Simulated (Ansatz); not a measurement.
The boundary is one mirror-built cell; no search for the lowest one was made.

System: Σ3 (111) symmetric tilt boundary in fcc Cu, with one S atom a cell (5.7 Å²) in the boundary; relaxed on a coarser mesh with the in-plane cell held.

Contact (Sharvin) terms of both leads are taken out of the resistance.

Values are means of three energies within 0.05 eV of the Fermi level, on a potential converged at a Fermi-Dirac width of 0.05 eV. Resistances leave out the leads' Sharvin resistance. Spin-orbit coupling is left out.

Question: Predict the specific resistance of the junction and the share of channels that pass from PBE (Ansatz, an electronic-structure program).

Answer: AR = 0.48 × 10⁻¹⁵ Ω m²; 66 % of the channels of the narrower lead pass.
